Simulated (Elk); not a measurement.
Band structure of YbP2Ru2 (I4/mmm, 5 atoms in the cell).

```yaml
crystal:
  lattice:
    - [-2.03422, 2.03422, 4.80540]
    - [2.03422, -2.03422, 4.80540]
    - [2.03422, 2.03422, -4.80540]
  atoms:
    - { symbol: Yb, position: [0.00000, 0.00000, 0.00000] }
    - { symbol: P, position: [0.36990, 0.36990, 0.00000] }
    - { symbol: P, position: [0.63010, 0.63010, 0.00000] }
    - { symbol: Ru, position: [0.25000, 0.75000, 0.50000] }
    - { symbol: Ru, position: [0.75000, 0.25000, 0.50000] }
```

Level of theory: Elk with LDA (PW92), all-electron FP-LAPW, Elk's shipped species files, default APW+lo basis.

Settings: swidth = 0.00367493 Ha; ngridk = 7 7 7; maxscl = 100.

The starting cell comes from a database of computed structures (which also holds hypothetical and non-ambient phases and stackings), without a prior relaxation at this level. Spin-orbit coupling is off. Spin polarisation is off, so a magnetic state, if there is one, cannot be reached. The f electrons are in the valence without U or exact exchange, which can misplace them near the Fermi level. Spin-orbit terms, which matter for f shells, are left out. Values depend on the basis (sphere radii, cutoffs, local orbitals), which need not be converged.

Levels in eV from the Fermi level, bands 30 to 37:
```json
[
 {"point": "Γ", "30": "-0.50", "31": "-0.47", "32": "-0.47", "33": "-0.33", "34": "0.21", "35": "0.93", "36": "2.05", "37": "2.05"},
 {"point": "X", "30": "-0.53", "31": "-0.51", "32": "-0.51", "33": "-0.50", "34": "-0.44", "35": "1.01", "36": "1.15", "37": "1.29"},
 {"point": "Y", "30": "-0.53", "31": "-0.50", "32": "-0.49", "33": "-0.49", "34": "-0.08", "35": "0.93", "36": "1.02", "37": "1.65"},
 {"point": "S", "30": "-0.50", "31": "-0.48", "32": "-0.47", "33": "0.57", "34": "0.60", "35": "0.87", "36": "2.68", "37": "2.81"},
 {"point": "Z", "30": "-0.45", "31": "-0.20", "32": "-0.09", "33": "-0.09", "34": "0.91", "35": "1.95", "36": "2.60", "37": "2.70"},
 {"point": "S1", "30": "-0.50", "31": "-0.48", "32": "-0.47", "33": "0.57", "34": "0.60", "35": "0.87", "36": "2.68", "37": "2.81"},
 {"point": "N", "30": "-0.50", "31": "-0.49", "32": "-0.46", "33": "-0.40", "34": "0.40", "35": "2.04", "36": "2.06", "37": "2.91"},
 {"point": "P", "30": "-0.54", "31": "-0.51", "32": "-0.51", "33": "-0.50", "34": "-0.44", "35": "1.08", "36": "1.18", "37": "1.18"},
 {"point": "Y1", "30": "-0.53", "31": "-0.50", "32": "-0.49", "33": "-0.49", "34": "-0.08", "35": "0.93", "36": "1.02", "37": "1.65"}
]
```

Bands cross the Fermi level along this path, so the cell is metallic at this level.
